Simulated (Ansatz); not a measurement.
ZnGeP2 under a change: biaxial strain +3.00 %, plane normal [001], relaxed out of plane

Start from ZnGeP$_{2}$ in the chalcopyrite structure (space group I-42d, No. 122; a = 5.424 Å, c = 10.710 Å). Axes: x, y, z lie along a, b, c of the conventional cell.

It is then changed as follows: tensile biaxial strain of 3.00 % in the plane normal to [001], as in epitaxy on a mismatched substrate; the out-of-plane cell vector and the atoms relax.

Level of theory: plane-wave PAW DFT at the PBEsol level (Ansatz, a first-principles code, 420 eV), no spin-orbit coupling. Settings: 9×9×9 k-points, 0.05 eV Fermi–Dirac smearing.

| quantity | base | changed | shift |
|---|---|---|---|
| volume per atom | 19.69 Å³ | 20.30 Å³ | +0.604 Å³ |
| energy relative to the base (free energy F) | 0 meV/atom | +14 meV/atom | +14 meV/atom |
| pressure (mean of the normal stresses, compression positive) | 0.00 GPa | -2.39 GPa | -2.385 GPa |
| band gap | 1.07 eV | 0.83 eV | -0.24 eV |
| gap character | indirect, Γ → M–S (33 % along) | indirect, Γ → Γ–M (40 % along) | – |
| smallest direct gap | 1.24 eV | 0.91 eV | -0.33 eV |
| width of the top valence band | 1.50 eV | 1.62 eV | +0.12 eV |
| electron mass | – | 1.4 mₑ along k, 0.23 mₑ across (off the special points) | – |
| hole mass | 0.096 mₑ along c, 0.33 mₑ across (at Γ) | 0.082 mₑ out of plane, 0.33 mₑ in plane (at Γ) | – |
| valence-band top at Γ (three highest levels, from the VBM) | 0.00, -0.07, -0.07 eV | 0.00, -0.35, -0.35 eV | – |
| out-of-plane strain | – | -2.85 % | – |
| ratio −ε⊥/ε∥ | – | 0.95 | – |
| mean in-plane stress (compression positive) | – | -3.6 GPa | – |

Final structure (turned so that z lies along the plane normal):

```xyz
8
Lattice="5.5870 0.0000 0.0000 0.0000 5.5870 0.0000 2.7935 -2.7935 5.2022" Properties=species:S:1:pos:R:3 pbc="T T T"
Zn     0.0000     0.0000     0.0000
Zn     2.7935     0.0000     2.6011
Ge     2.7935     2.7935     0.0000
Ge     5.5870     2.7935     2.6011
P      4.1902     1.4194     1.3006
P      4.2129    -1.3967     3.9017
P      1.3967     4.1676     1.3006
P      6.9611     1.3967     3.9017
```

Cost of the whole job for the changed cell (relaxation, final SCF and bands): around 4 core-minutes (rough).

Effective masses come from finite differences of ±0.01 Å⁻¹. Along k means along the line from Γ to the band edge. Semilocal Kohn–Sham gaps tend to fall short of experiment. No phonon test of stability was made.
